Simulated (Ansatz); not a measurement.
Input:

```xyz
2
Lattice="0.0000 2.7687 2.7687 2.7687 0.0000 2.7687 2.7687 2.7687 0.0000" Properties=species:S:1:pos:R:3 pbc="T T T"
Si     0.0000     0.0000     0.0000
Si     1.3843     1.3843     1.3843
```

These are PBE, finite-displacement electron-phonon coupling, linearised Boltzmann equation (plane waves, PAW, scalar-relativistic; Ansatz, an electronic-structure program) values and carry that method's errors. Condition of this run: hydrostatic pressure -3 GPa (the target of the relaxation). Cell: relaxed with this functional, without spin-orbit coupling, then loaded as said.

Predict the intrinsic electron mobility at 300 K.

1220 cm²/(V·s).

Scattering by harmonic phonons alone: no impurities, screening or carrier-carrier scattering, bands fixed at 0 K. From a coarser fine mesh the values given move by up to 5 %. The mesh was bound by memory.
